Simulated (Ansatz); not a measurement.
Be₃Rh (model structure, started from the Cu3Au type, Pm-3m, No. 221, 4 atoms in the cell) was calculated with PBEsol in Ansatz (plane waves, PAW).

Excerpt of the program's output:

```
WARN output.stress: scf.convergence.dr2_threshold = 1e-7 eV (the SCF's general default) is looser than the 4e-10 eV advised for a printed stress (1e-10 eV for …
Relaxation: its limit of steps is 80 (relax.max_steps)
Crystal: 4 atoms, lattice volume = 36.819 Å³
Basis set: ecut = 520 eV, 1021 PW (Γ), exchange–correlation on 50×50×50 points (8 copies of the dense FFT grid, shifted against one another)
Bands: 16, of which v1, the nominal top of the filled ones, is band 12 counted from 1 (11 counted from 0)
Symmetry: 48 space group operations
Space group: Pm-3m (ITA 221), of the structure as read, at distance tolerance 3.3e-5 Å
k-points: 165 of 4096
Functional: x = pbesol(κ = 0.804, μ = 0.12345679012345678), c = pbesol(β = 0.046)
SCF iter   1: F=—  HF=-6611.392844 eV  |F-HF|=—  |Δ(HF+E_count)|=         —  Δρ=5.82e-3  dr2=6.51e-3
SCF iter   2: F=—  HF=-6611.392178 eV  |F-HF|=—  |Δ(HF+E_count)|=   6.66e-4  Δρ=3.14e-3  dr2=2.44e-3
  ...
SCF iter   5: F=-6611.391751 eV  HF=-6611.391751 eV  |F-HF|=4.36e-8  |Δ(HF+E_count)|=   6.86e-8  Δρ=1.02e-5  dr2=4.88e-8
SCF iter   6: F=-6611.391751 eV  HF=-6611.391751 eV  |F-HF|=5.84e-10  |Δ(HF+E_count)|=   9.12e-9  Δρ=1.83e-6  dr2=8.84e-10
SCF 1 converged in 6 iterations: F = -6611.391751 eV  dr2 = 8.84e-10
relax step   1: F+E_penalty+E_count = -6611.39175082 eV  Δ(F+E_penalty+E_count) = +0.000e0 eV  max|allowed force component| = 2.482e-30 eV/Å  Δτ_max = 0.0000 Å  (6 SCF iters, accepted)
SCF converged after 6 iterations
Free energy (F): -6611.391751 eV
Internal energy: -6611.378299 eV  (E = F + TS)
E sigma→0 (E₀):  -6611.385025 eV
Fermi energy:    13.472439 eV
--- Forces (eV/Å), atoms counted from 1 ---
  atom   1  Be     0.00000000     0.00000000     0.00000000
  atom   2  Be    -0.00000000     0.00000000     0.00000000
  atom   3  Be     0.00000000     0.00000000     0.00000000
  atom   4  Rh    -0.00000000    -0.00000000     0.00000000
--- Stress (GPa, compression-positive) ---
        3.674351      -0.000000       0.000000
        0.000000       3.674351       0.000000
        0.000000       0.000000       3.674351
  P = ⅓ Tr σ = 3.6744 GPa (36.744 kbar)
```

Write an input file that could have produced this run (the log leaves some choices open).

One answer among several that fit: 
Ansatz 0.2 input:
```yaml
crystal:
  lattice:
    - [3.3267672775, 0.0, 0.0]
    - [0.0, 3.3267672775, 0.0]
    - [0.0, 0.0, 3.3267672775]
  atoms:
    - { symbol: Be, position: [0.0, 0.5, 0.5] }
    - { symbol: Be, position: [0.5, 0.5, 0.0] }
    - { symbol: Be, position: [0.5, 0.0, 0.5] }
    - { symbol: Rh, position: [0.0, 0.0, 0.0] }
basis:
  ecutwfc: 520
  ecutrho_ratio: 4
  xc_grid: 2
kpoints:
  mp_grid: { grid: [16, 16, 16] }
hamiltonian:
  xc: pbesol
  dispersion: none
  pseudopotentials: { kind: paw }
scf:
  occupations: { method: fermi_dirac, width: 0.05 }
output:
  forces: true
  stress: true
  eigenvalues: true
relax:
  f_tol: 0.004
  escape_saddle: false
  max_steps: 80
```

The cell is one volume of an energy–volume scan, off the minimum.

The PAW data were made under PBE.

Note: the run has no spin polarisation, so it can have missed a magnetic state. Note: the relaxation could raise the start's symmetry but not lower it, so the cell can be a saddle point.

The result took roughly 7 core-seconds.

A model structure was made by putting elements into a prototype or built by hand; it is no filed structure, need not be a known phase, and can be a saddle point held by its symmetry.

Ansatz is a quantum-chemistry and plane-wave program.
